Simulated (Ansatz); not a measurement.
What pressure 0.7 GPa does to LiF

The parent structure is LiF in the rock salt structure (space group Fm-3m, No. 225; a = 4.068 Å).

Perturbation: a hydrostatic pressure of 0.7 GPa.

Level of theory: PBE, PAW, 420 eV (Ansatz, an electronic-structure program; no spin-orbit coupling). k-mesh 14×14×14 (Γ-centred); smearing 0.05 eV (Fermi–Dirac).

The volume per atom decreases by 0.085 Å³ (8.42 Å³ → 8.33 Å³) and the density increases by 0.03 g/cm³, from 2.56 g/cm³ to 2.59 g/cm³. The shortest interatomic distance decreases by 0.013 bohr, from 3.844 bohr to 3.831 bohr and the band gap increases by 0.09 eV, from 8.83 eV to 8.92 eV. The gap character stays direct at Γ and the width of the top valence band is nearly the same (0.95 eV against 0.97 eV). The electron mass becomes 0.87 mₑ (at Γ) (base: 0.86 mₑ (at Γ)).

Cost of the whole job for the changed cell (relaxation, final SCF and bands): around 12 core-seconds (rough).

Load acts through the strain it causes; cell and atoms are relaxed under it. Effective masses come from finite differences of ±0.01 Å⁻¹. Whether these cells are dynamically stable was not tested.
